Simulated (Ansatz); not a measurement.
Cost and result by functional for the surface energy of the (110) surface of chalcopyrite CuGaSe2 in its 1x1 cell (cut with top plane Cu + Ga + 2 Se, bottom plane Cu + Ga + 2 Se), outermost plane spacing 0.05 Å in the ideal cut (in the relaxation 2 Cu–Ga bonds formed; like top atoms buckled by 0.3 Å), in Ansatz (plane waves, PAW). Single points on the PBE structure, on one kind of machine; costs are rough ratios of the slab run's core time (references not counted) to the cheapest single point. r2SCAN's cost holds its higher cutoff (500 against 420 eV). Differences are taken against r2SCAN for comparison alone: no measured value is at hand, so the table doesn't rank accuracy.

Set-up: 28 atoms, Cu7Ga7Se14, 12.1 Å thick at the start; mesh 4x4x1; 0.025 eV smearing; dipole correction on; all atoms relaxed; start symmetry kept, larger cells not searched; no spin, no spin-orbit, no U. These notes are the PBE run's.

| functional | relative cost | surface energy (J/m²) | less r2SCAN (J/m²) |
|---|---|---|---|
| LDA | 1 | 0.52 | 0.10 |
| RPBE | 1 | 0.20 | -0.22 |
| PBEsol | 1 | 0.42 | 0.00 |
| r2SCAN | 2 | 0.42 | 0.00 |
| PBE (the relaxed run's value) | – | 0.31 | -0.11 |

The values span 0.33 J/m², while the single points' costs differ by a factor of roughly 2. Differences are of unrounded values.

Ansatz is a first-principles code.
